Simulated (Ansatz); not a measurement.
## Point-defect migration in alpha quartz

Some mobile defects of alpha quartz. Level of theory: PBE, PAW (plane waves to 420 eV; Ansatz, an electronic-structure program).

Barriers are those of the lowest checked hop between equivalent sites, from the lowest site run (climbing-image NEB, static, fixed cells, no finite-size terms; on the finer meshes named, energies are single points at the band's geometries). One hop need not carry long-range diffusion, and untried routes could be lower. Saddle orders were checked for a part of the study's bands only and are not shown. Charge states are imposed.

```csv
Defect,Route,Hop (Å),Direction in the unit cell,Neighbours at the saddle,Cell,Barrier (eV)
"interstitial Cu, charge +1",Cu moves farthest,1.86,"(0.05, 0.09, 0.33)","O at 2.01, O at 2.08, O at 2.09, O at 2.26 Å","243 sites, 2×2×2 shifted along c",0.09
"interstitial Na, charge +1",Na moves farthest,1.84,"(-0.02, 0.03, -0.33)","2 O at 2.20, 2 O at 2.22; Si at 2.79, Si at 2.83 Å","243 sites, 2×2×2 shifted along c",0.11
"interstitial Li, charge +1",Li moves farthest,1.84,"(0.02, 0.03, -0.33)","2 O at 1.92, 2 O at 2.18 Å","243 sites, 2×2×2 shifted along c",0.14
"interstitial Al, charge +3",Al moves farthest,1.82,"(-0.03, -0.01, -0.33)","2 O at 1.81, O at 1.88, O at 1.90 Å","72 sites, 2×2×2 shifted along c",0.31
"interstitial O, charge 0",O moves farthest,1.22,"(0.05, -0.04, -0.21)",2 O at 1.95; Si at 1.62 Å,"72 sites, 2×2×2 shifted along c",1.18
```
